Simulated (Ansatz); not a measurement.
Base system: BN in the wurtzite structure (space group P6_3mc, No. 186; a = 2.555 Å, c = 4.225 Å). Axes: x lies along a and z along c of the hexagonal cell.

All numbers come from PBE (Ansatz, a quantum-chemistry and plane-wave program), no spin-orbit coupling.

Before the change:

```
Property                         Value
-----------------------------  -------
Band gap                       5.23 eV
Width of the top valence band  5.37 eV
```

One thing is altered: uniaxial strain ε_zz = +1.20 %, all other strain components held at zero, atoms relaxed at fixed cell.

Task: How does this affect the stress, band gap and width of the top valence band?

Result: The stress (xx, yy, zz, yz, xz, xy; compression positive) amounts to (-0.66, -0.66, -11.54, 0.00, 0.00, 0.00) GPa; the band gap decreases by 0.01 eV (5.23 eV → 5.22 eV); the width of the top valence band drops by 0.10 eV (5.37 eV → 5.27 eV).

Whether these cells are dynamically stable was not tested.
